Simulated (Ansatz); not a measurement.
The starting structures come from a database of crystals and need not be the phases stable at ambient conditions.

By PBEsol, the system below comes out a metal.

Without scattering a metal conducts by its projected Fermi surface.

```yaml
crystal:
  lattice:
    - [5.29295, 0.00000, 0.00000]
    - [-2.64648, 4.65315, 0.00000]
    - [2.64648, 0.00000, 4.65315]
  atoms:
    - { symbol: Hf, position: [0.84424, 0.18848, 0.50000] }
    - { symbol: Hf, position: [0.15576, 0.81152, 0.50000] }
    - { symbol: Hf, position: [0.34424, 0.50000, 0.81152] }
    - { symbol: Hf, position: [0.65576, 0.50000, 0.18848] }
    - { symbol: Ge, position: [0.75000, 0.00000, 0.00000] }
    - { symbol: Ge, position: [0.25000, 0.00000, 0.00000] }
```

The cell is taken as given; by PBEsol it stands under a pressure of -2.3 GPa.

The current flows along the normal of the first two printed cell vectors, the (110) plane of the conventional cell. No spin-orbit coupling; the value is a mean over 0.1 eV about the Fermi level.

Estimate the ballistic conductance per area that Ansatz (a first-principles code) with PBEsol returns for this system.

0.30 × 10¹⁵ S/m² for both spins.
